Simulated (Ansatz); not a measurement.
Data:

```xyz
2
Lattice="0.0000 2.8963 2.8963 2.8963 0.0000 2.8963 2.8963 2.8963 0.0000" Properties=species:S:1:pos:R:3 pbc="T T T"
I      4.3444     4.3444     4.3444
Cu     0.0000     0.0000     0.0000
```

A single point on CuI with a change (pressure 4.5 GPa), its geometry relaxed with PBEsol.

Computed with PBEsol (Ansatz, a quantum-chemistry and plane-wave program), noncollinear with spin-orbit coupling. Γ-centred 10×10×10 mesh, Fermi–Dirac width 0.05 eV.

**Question.** Estimate the band gap.

**Answer.** 1.21 eV.

**Question.** What is the computed width of the top valence band?

**Answer.** 2.15 eV.

Single points use the geometry relaxed with PBEsol. Load acts through the strain it causes; cell and atoms are relaxed under it. Stability against distortions was not tested. Tetrahedral semiconductors of this kind turn to denser phases somewhere between about 1 and 50 GPa; those were not computed, so compressed cells here can lie past the real transition. The cell was made from CuI in the zinc blende structure (space group F-43m, No. 216) by this change: pressure 4.5 GPa.
